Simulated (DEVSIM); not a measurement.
Structure: abrupt GaAs n-p junction, at 250 K.

Layer 1 from the left is GaAs, thickness (μm) 37.0, Nd (cm⁻³) 5.3e16, τn (s) 5.2e-10, τp (s) 5.2e-10. Layer 2 from the left is GaAs, thickness (μm) 17.0, Na (cm⁻³) 2.1e14, τn (s) 5.2e-10, τp (s) 5.2e-10.

Left contact: ohmic. Right contact: ohmic. Voltage is applied to the left contact. Recombination: SRH at mid-gap, radiative, Auger. Mobility is constant in doping.

The device is made up for the run: typed textbook-type constants, with dimensions and the other settings drawn at random. Values at 300 K; Nc and Nv go as T^1.5, mobilities as T to minus their exponent, the gap by Varshni's rule with the affinity fixed.

GaAs: gap (eV) 1.424, affinity (eV) 4.07, permittivity 12.9, Nc (cm⁻³) 4.7e17, Nv (cm⁻³) 9e18, μn (cm²/Vs) 8500, μp (cm²/Vs) 400, T exponent of μn 2.1, T exponent of μp 2.2, B (cm³/s) 2e-10, Cn (cm⁶/s) 1e-30, Cp (cm⁶/s) 1e-30, Varshni α (eV/K) 0.000541, Varshni β (K) 204.

Estimate by hand the built-in potential, the peak field at zero bias, the capacitance at 1.5 V, and compare with a numerical solution.


- Built-in potential: ni = √(Nc Nv) exp(−Eg/2kT) = 4150 cm⁻³ with Eg = 1.446 eV; Vbi = kT/q ln(Na Nd/ni²) = 1.181 V; numerical 1.181 V.
- Peak field at zero bias: depletion approximation: W = √(2εVbi/(qN)) = 2.84 μm with N = 2.09e14 cm⁻³; field = 2Vbi/W = 8330 V/cm; numerical 12700 V/cm (estimate below by 35 %).
- Capacitance at 1.5 V: C = √(qεN / 2(Vbi + |V|)) = 2.67 nF/cm²; numerical 2.70 nF/cm² (estimate below by 1.1 %).

Model (solved in DEVSIM): 1D drift-diffusion, Boltzmann statistics, complete ionisation; no tunnelling, impact ionisation, image-force lowering or self-heating.
